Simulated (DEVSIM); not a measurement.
Device: abrupt Si p-n junction, at 300 K.

Layer 1 from the left is Si, thickness (μm) 77.0, Na (cm⁻³) 1.3e17, τn (s) 2.1e-7, τp (s) 2.1e-7. Layer 2 from the left is Si, thickness (μm) 1.10, Nd (cm⁻³) 1.4e17, τn (s) 2.1e-7, τp (s) 2.1e-7.

Left contact: ohmic. Right contact: ohmic. Voltage is applied to the left contact. Recombination: SRH at mid-gap, Auger. Mobility is μmin + (μ − μmin)/(1 + (N/Nref)^α).

Constants are typed, rounded textbook-type inputs, not results; the design itself was drawn at random and stands for no fabricated device. Values at 300 K.

Si: gap (eV) 1.124, affinity (eV) 4.05, permittivity 11.7, Nc (cm⁻³) 2.86e19, Nv (cm⁻³) 3.1e19, μn (cm²/Vs) 1417, μp (cm²/Vs) 470, μn,min 52, μp,min 45, Nref,n 9.7e16, Nref,p 2.2e17, αn 0.68, αp 0.72, Cn (cm⁶/s) 2.8e-31, Cp (cm⁶/s) 9.9e-32.

Q: Estimate by hand the built-in potential, the peak field at zero bias, the capacitance at -0.75 V, and compare with a numerical solution.

A: 
- Built-in potential: ni = √(Nc Nv) exp(−Eg/2kT) = 1.08e10 cm⁻³ with Eg = 1.124 eV; Vbi = kT/q ln(Na Nd/ni²) = 0.845 V; numerical 0.845 V.
- Peak field at zero bias: depletion approximation: W = √(2εVbi/(qN)) = 0.127 μm with N = 6.74e16 cm⁻³; field = 2Vbi/W = 133000 V/cm; numerical 129000 V/cm (estimate above by 3.2 %).
- Capacitance at -0.75 V: C = √(qεN / 2(Vbi + |V|)) = 59.2 nF/cm²; numerical 60.2 nF/cm² (estimate below by 1.6 %).

Simulated with DEVSIM: 1D drift-diffusion, Boltzmann statistics, complete ionisation; no tunnelling, impact ionisation, image-force lowering or self-heating.
